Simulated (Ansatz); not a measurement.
**Cubic perovskite CsSnI3 (cubic high-temperature phase)**

Computed with BLYP (plane waves, PAW; Ansatz, a program for electronic structure).

Numerical settings: plane-wave cutoff 520 eV, 6×6×6 k mesh, Fermi–Dirac smearing 0.01 eV, scalar-relativistic PAW data made under PBE.

Cell (relaxed at this level):

```yaml
crystal:
  lattice:
    - [6.47096, 0.00000, 0.00000]
    - [0.00000, 6.47096, 0.00000]
    - [0.00000, 0.00000, 6.47096]
  atoms:
    - { symbol: Cs, position: [0.00000, 0.00000, 0.00000] }
    - { symbol: Sn, position: [0.50000, 0.50000, 0.50000] }
    - { symbol: I, position: [0.50000, 0.00000, 0.50000] }
    - { symbol: I, position: [0.00000, 0.50000, 0.50000] }
    - { symbol: I, position: [0.50000, 0.50000, 0.00000] }
```

| Quantity | Value |
|---|---|
| bulk modulus | 12.5 GPa |
| band gap | 0.92 eV |
| Γ–Γ gap | 4.19 eV |
| pressure derivative B′ of the bulk modulus | 4.7 |

Note: the cell is over a tenth larger than the published one: the level's own overestimate first of all, though another phase or state, or a fault of the published cell, is possible; the relaxation could not lower the start's symmetry, so the cell can be a saddle point above a distorted one.

Spin–orbit coupling is not included; with these elements it can move the gap by several tenths of an eV or more.

Static lattice: no zero-point or thermal effects.

Computing time: around 3 core-minutes (rough).
